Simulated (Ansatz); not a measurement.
Candidates (primitive cells; geometry: relaxed with this functional, without spin-orbit coupling):
A. YSb (Fm-3m), a = b = c = 4.326 Å, α = β = γ = 60.00°
B. ZrMo₂ (Fd-3m), a = b = c = 5.325 Å, α = β = γ = 60.00°
C. TaTc (Pm-3m), a = 3.1524 Å, b = 3.1524 Å, c = 3.1524 Å, α = 90.00°, β = 90.00°, γ = 90.00°
D. CoSn (P6/mmm), a = 5.2210 Å, b = 5.2210 Å, c = 4.1643 Å, α = 90.00°, β = 90.00°, γ = 120.00°
E. YAl₂ (Fd-3m), a = b = c = 5.5207 Å, α = β = γ = 60.00°

**Question.** Rank these by mean free path at 300 K (lowest first), as PBEsol, DFPT electron-phonon coupling, linearised Boltzmann equation in Ansatz (a program for electronic structure) gives it.

**Answer.** E (6.3 nm), B (9.6 nm), D (14.4 nm), A (29 nm), C (45 nm)

Metals; harmonic phonons alone scatter; means over directions. The mean free path is weighted by the current that each state carries. Halving the electron mesh moves these values by up to 9 %; q meshes are mostly untested. Some of the runs warned that the eigensolver left states short of its tolerance. Spin-orbit coupling is left out.

Formula and space group known from diffraction (Crystallography Open Database), not checked to be the room-temperature form: TaTc (Pm-3m), YSb (Fm-3m), ZrMo2 (Fd-3m). Treated as nonmagnetic (a ferromagnetic start lost its moment, other orders weren't tried): CoSn (P6/mmm). The missing spin-orbit coupling matters most for TaTc (Pm-3m).
